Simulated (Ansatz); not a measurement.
Consider BN in the zinc blende structure (space group F-43m, No. 216; a = 3.6241 Å).

All numbers come from PBE (Ansatz, a first-principles code), without spin-orbit coupling, earlier PAW set.

For the base:

| Property | Result |
|---|---|
| Band gap | 4.46 eV |

Now apply this change: the cell is scaled by 0.9817 in all directions, atoms relaxed at fixed cell.

### Question
Predict the new energy relative to the base and band gap.

### Answer
The energy grows by 22 meV/atom; the band gap rises by 0.06 eV to 4.52 eV.

The cells carry an imposed strain or load. Stability against distortions was not tested.
